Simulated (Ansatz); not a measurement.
PbS (model structure, started from the zincblende type, F-43m, No. 216, 2 atoms in the cell), treated with r²SCAN (Ansatz, a program for electronic structure, PAW).

Input:

Ansatz 0.2 input:
```yaml
crystal:
  lattice:
    - [0.0, 3.2781616844, 3.2781616844]
    - [3.2781616844, 0.0, 3.2781616844]
    - [3.2781616844, 3.2781616844, 0.0]
  atoms:
    - { symbol: S, position: [0.75, 0.75, 0.75] }
    - { symbol: Pb, position: [0.0, 0.0, 0.0] }
basis:
  ecutwfc: 560
  ecutrho_ratio: 4
  xc_grid: 3
kpoints:
  mp_grid: { grid: [10, 10, 10] }
hamiltonian:
  xc: r2scan
  dispersion: none
  pseudopotentials: { kind: paw }
scf:
  occupations: { method: fermi_dirac, width: 0.01 }
output:
  forces: true
  stress: true
  eigenvalues: true
relax:
  f_tol: 0.004
  escape_saddle: false
  max_steps: 80
```

From the output:

```
WARN output.stress: scf.convergence.dr2_threshold = 1e-7 eV (the SCF's general default) is looser than the 2e-10 eV advised for a printed stress (1e-10 eV for …
Relaxation: its limit of steps is 80 (relax.max_steps)
Crystal: 2 atoms, lattice volume = 70.457 Å³
Basis set: ecut = 560 eV, 2109 PW (Γ), exchange–correlation on 108×108×108 points (27 copies of the dense FFT grid, shifted against one another)
Bands: 14, of which v1, the nominal top of the filled ones, is band 10 counted from 1 (9 counted from 0)
Symmetry: 24 space group operations
Space group: F-43m (ITA 216), of the structure as read, at distance tolerance 4.1e-5 Å
k-points: 47 of 1000 (time reversal used)
Functional: x = r2scan, c = r2scan; τ floored in thin density (d = 2e-4 eV/Å³)
SCF iter   1: F=—  HF=-12827.497559 eV  |F-HF|=—  |Δ(HF+E_count)|=         —  Δρ=5.43e-3  dr2=1.91e-2  dr2_τ=3.83e-3
SCF iter   2: F=—  HF=-12827.500701 eV  |F-HF|=—  |Δ(HF+E_count)|=   3.14e-3  Δρ=1.93e-3  dr2=1.75e-3  dr2_τ=1.81e-4
  ...
SCF 1 converged in 7 iterations: F = -12827.500833 eV  dr2 = 3.59e-10
Crystal: 2 atoms, lattice volume = 70.457 Å³
Initial density: handed on by an earlier stage of this run
SCF iter   1: F=—  HF=-12827.500833 eV  |F-HF|=—  |Δ(HF+E_count)|=         —  Δρ=9.26e-7  dr2=3.59e-10  dr2_τ=2.78e-11
SCF iter   2: F=-12827.500833 eV  HF=-12827.500833 eV  |F-HF|=1.20e-10  |Δ(HF+E_count)|=  3.89e-10  Δρ=5.00e-7  dr2=7.51e-11  dr2_τ=8.89e-12
SCF 2 converged in 2 iterations: F = -12827.500833 eV  dr2 = 7.51e-11
SCF converged after 2 iterations
Free energy (F): -12827.500833 eV
Internal energy: -12827.500833 eV  (E = F + TS)
E sigma→0 (E₀):  -12827.500833 eV
Fermi energy:    5.285276 eV
--- Stress (GPa, compression-positive) ---
        0.825908       0.000000      -0.000000
       -0.000000       0.825908       0.000000
       -0.000000       0.000000       0.825908
  P = ⅓ Tr σ = 0.8259 GPa (8.259 kbar)
```

The cell is one volume of an energy–volume scan, off the minimum.

The PAW data were made under PBE.

Note: the relaxation could raise the start's symmetry but not lower it, so the cell can be a saddle point.

A model structure was made by putting elements into a prototype or built by hand; it is no filed structure, need not be a known phase, and can be a saddle point held by its symmetry.
